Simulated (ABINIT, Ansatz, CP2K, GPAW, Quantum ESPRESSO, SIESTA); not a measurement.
# One structure in several programs: CaSiAu (P-6m2, 3 atoms in the cell)

Self-consistent single point.

```
CELL_PARAMETERS angstrom
      4.32759     0.00000     0.00000
     -2.16379     3.74780     0.00000
      0.00000     0.00000     3.94250
ATOMIC_POSITIONS crystal
  Ca 0.00000 0.00000 0.00000
  Si 0.66667 0.33333 0.50000
  Au 0.33333 0.66667 0.50000
```

All programs got the same cell, k-point mesh and kind of occupations (in Ansatz's words: kpoints.mp_grid.grid = 6 6 6; scf.occupations.method = gaussian; scf.occupations.width = 0.136 eV); potentials, basis and cutoffs are each program's usual ones.

```
code                                                                                                                                      model  pressure (GPa)  k-points       cutoff
----------------  -----------------------------------------------------------------------------------------------------------------------------  --------------  --------  -----------
CP2K                                                                 PBEsol, GPW, DZVP-MOLOPT-SR-GTH basis, GTH-PBE potentials (GTH_POTENTIALS)            0.11       216  grid 500 Ry
Ansatz                                                                                                          PBEsol, PAW files made with PBE           -2.09        28      default
SIESTA            GGA PBEsol, numerical atomic orbitals TZP, PseudoDojo PBEsol standard norm-conserving potentials (rewritten from UPF to PSML)            2.14       132  grid 350 Ry
Quantum ESPRESSO                                                          PBEsol, PseudoDojo standard norm-conserving (PBESOL) pseudopotentials           -2.14        28        80 Ry
GPAW                                                                                      PBEsol, GPAW PAW datasets PBEsol (made by gpaw-setup)           -1.48        28       550 eV
ABINIT                                                                                       PBEsol, PAW (JTH v2.0 PBE PAW, files made for PBE)           -2.02        28       707 eV
```

The spread over the programs that give each value: pressure within 4.28 GPa.

The starting cell comes from a database of computed structures (which also holds hypothetical and non-ambient phases and stackings), without a prior relaxation at this level. On Ansatz's run: Spin-orbit coupling is off.

Question: Why do the programs differ, and what cannot be compared?

Answer: Differences of this kind can come from the potentials, where these differ, and from what each basis and cutoff leave unconverged. The valence holds different numbers of electrons (CP2K 25, Ansatz (an electronic-structure program) 33, SIESTA 33, Quantum ESPRESSO 33, GPAW 25, ABINIT 25). The zero of total energies and Fermi levels follows the potentials and each program's conventions, so they are not compared here. CP2K and SIESTA use small atom-centred bases, whose incompleteness enters pressures, forces and empty levels differently from a plane-wave cutoff. Ansatz's pressure is given at a fixed set of plane waves, as the other plane-wave codes print theirs. The programs reduce the same mesh by symmetry to different extents, which changes the work and not the result. In the pressure, CP2K (by 2.17) and SIESTA (by 4.20) lie more than 1 GPa from the median of the plane-wave programs.

Left out of this page: Elk (not drawn, or without a comparable value); FLEUR (with a known weakness of the program).

Keys are those of Ansatz 0.2.
